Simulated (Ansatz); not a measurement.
Consider BeS (space group P4/nmm, No. 129; a = 3.452 Å, c = 5.621 Å; a hypothetical phase, not in the database extracts checked; layered, stacked along the Cartesian z axis). Axes: x, y, z lie along a, b, c of the conventional cell.

Perturbation: compressive biaxial strain of 1.24 % in the plane normal to [001], as in epitaxy on a mismatched substrate; the out-of-plane cell vector and the atoms relax.

Levels (all Ansatz, a first-principles code, PAW): PBEsol (420 eV, no spin-orbit coupling); HSE06 (420 eV, no SOC).

The geometry is relaxed with PBEsol.

| Property | Value |
|---|---|
| PBEsol lowest conduction level above the VBM at special points | Γ 3.36 eV; Z 3.55 eV; M 3.95 eV |

### Question
Predict the lowest conduction level above the VBM at special points from HSE06.

### Answer
The lowest conduction level above the VBM at special points changes from Γ 3.36 eV; Z 3.55 eV; M 3.95 eV to Γ 4.46 eV; Z 4.68 eV; M 5.03 eV.

Single points use the geometry relaxed with PBEsol. The levels and masses belong to the bands next to the band gap. No phonon test of stability was made. The base started in Pnma and relaxed to P4/nmm at this level. No dispersion term is included in the PBEsol runs.
